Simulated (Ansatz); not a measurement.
## Ca3GeO under a change: pressure 0.3 GPa

Take Ca3GeO (space group Imma, No. 74; a = 6.600 Å, b = 9.334 Å, c = 6.623 Å; a cell from a computed database, its experimental status unchecked) as the base.

Modification: a hydrostatic pressure of 0.3 GPa.

Level of theory: PBEsol (Ansatz, a quantum-chemistry and plane-wave program, PAW, no spin-orbit coupling). Settings: 7×7×7 k-points, 0.05 eV Fermi–Dirac smearing.

```tsv
quantity	base	changed	shift
volume per atom	20.40 Å³	20.30 Å³	-0.10 Å³
density	3.40 g/cm³	3.42 g/cm³	+0.02 g/cm³
shortest interatomic distance	234.4 pm	234.0 pm	-0.4 pm
band gap	zero	zero	–
```

Load acts through the strain it causes; cell and atoms are relaxed under it. Stability against distortions was not tested. The final runs are not spin-polarised. Gaps under 0.05 eV, about the width of the smearing, are given as zero. A zero or small gap of Ca3GeO can be the functional's error rather than a property of the material.
